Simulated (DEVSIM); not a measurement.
Structure: Pd/Si3N4/p-Si capacitor, at 300 K.

```tsv
layer (left to right)	material	thickness (nm)	Na (cm⁻³)
1	Si3N4	11.0	-
2	Si	13000	2.1e15
```

Metal gate on the left, work function 5.2 eV. Fixed charge at the semiconductor interface 1.7e11 cm⁻² (in units of +e); no interface traps.

This is a model device: material constants are rounded textbook-type values typed into the input, and sizes, dopings and lifetimes were drawn at random. Values at 300 K.

| parameter | Si3N4 | Si |
|---|---|---|
| gap (eV) | 5.1 | 1.124 |
| affinity (eV) | 2.1 | 4.05 |
| permittivity | 7.5 | 11.7 |
| Nc (cm⁻³) | - | 2.86e19 |
| Nv (cm⁻³) | - | 3.1e19 |

Simulated with DEVSIM: 1D Poisson equation in equilibrium, Boltzmann statistics, complete ionisation; no quantum confinement or tunnelling. Metal contacts follow the ideal Schottky-Mott rule: no Fermi-level pinning, no interface dipoles.

The fixed charge was swept, all else fixed.

| fixed charge (cm^-2) | flat-band voltage (V) | minimum of the low-frequency capacitance (μF/cm²) | threshold voltage (band bending 2φF) (V) |
|---|---|---|---|
| -1.15e12 | 0.58 | 0.0188 | 1.24 |
| -4.9e11 | 0.40 | 0.0188 | (withheld) |
| 1.7e11 | 0.23 | 0.0184 | 0.89 |
| 8.3e11 | 0.05 | 0.0185 | 0.72 |
| 1.49e12 | -0.12 | 0.0188 | 0.54 |

Q: What belongs in the gaps?

A: 
- -4.9e11, threshold voltage (band bending 2φF) (V): 1.07
